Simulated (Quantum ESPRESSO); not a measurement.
Input and output of a self-consistent single point for NaH (Fm-3m, 2 atoms in the cell) (Quantum ESPRESSO).

Level of theory: PBE, PseudoDojo standard norm-conserving (PBE) pseudopotentials (plane waves; Quantum ESPRESSO 7.5).

```xyz
2
Lattice="-2.3843 0.0000 2.3843 0.0000 2.3843 2.3843 -2.3843 2.3843 0.0000" Properties=species:S:1:pos:R:3 pbc="T T T"
Na     0.0000     0.0000     0.0000
H     -2.3843     2.3843     2.3843
```

Reference input (self-consistent single point, DFT, PBE, plane waves, PseudoDojo standard norm-conserving (PBE) pseudopotentials): ecutwfc = 90 Ry; occupations = smearing; smearing = gaussian; degauss = 0.00147 Ry; potentials = {Na: Na.upf, H: H.upf}; K_POINTS = automatic 10 10 10 0 0 0; conv_thr = 1e-10 Ry. This run's input differs from it in these lines:

```diff
@@ -13,3 +13,3 @@
     ntyp = 2
-    ecutwfc = 90
+    ecutwfc = 63
     occupations = 'smearing'
```

The program printed (abridged):

```
     Self-consistent Calculation

     iteration #  1     ecut=    63.00 Ry     beta= 0.70

     Threshold (ethr) on eigenvalues was too large:
     Diagonalizing with lowered threshold

     total energy              =     -92.59428580 Ry
     estimated scf accuracy    <       0.09236054 Ry

     iteration #  2     ecut=    63.00 Ry     beta= 0.70

     total energy              =     -92.60812968 Ry
     estimated scf accuracy    <       0.00121288 Ry

     iteration #  3     ecut=    63.00 Ry     beta= 0.70

     total energy              =     -92.60834901 Ry
     estimated scf accuracy    <       0.00006241 Ry

   [... 2 blocks of this kind left out ...]

     iteration #  6     ecut=    63.00 Ry     beta= 0.70

     total energy              =     -92.60835993 Ry
     estimated scf accuracy    <          4.2E-10 Ry

     iteration #  7     ecut=    63.00 Ry     beta= 0.70
     End of self-consistent calculation

     the Fermi energy is     2.8592 ev

!    total energy              =     -92.60835993 Ry
     estimated scf accuracy    <          2.8E-11 Ry
     smearing contrib. (-TS)   =      -0.00000000 Ry
     internal energy E=F+TS    =     -92.60835993 Ry

     convergence has been achieved in   7 iterations

     Forces acting on atoms (cartesian axes, Ry/au):

     atom    1 type  1   force =    -0.00000000   -0.00000000   -0.00000000
     atom    2 type  2   force =    -0.00000000    0.00000000    0.00000000

     Total force =     0.000000     Total SCF correction =     0.000000

          total   stress  (Ry/bohr**3)                   (kbar)     P=     -102.02
  -0.00069354  -0.00000000  -0.00000000         -102.02       -0.00       -0.00
  -0.00000000  -0.00069354   0.00000000           -0.00     -102.02        0.00
  -0.00000000   0.00000000  -0.00069354           -0.00        0.00     -102.02

   JOB DONE.
```

The run converged in 7 iterations. Against the reference run the free energy rises by 98.9 meV/atom, the pressure goes from 1.03 to -10.20 GPa and the gap on the mesh moves little (3.852 to 3.846 eV).

The starting cell comes from a database of computed structures (which also holds hypothetical and non-ambient phases and stackings), without a prior relaxation at this level. Its lattice was rescaled by a random factor within 2.5 % of one. At the lowered cutoff the pressure carries the error of an incomplete plane-wave basis.
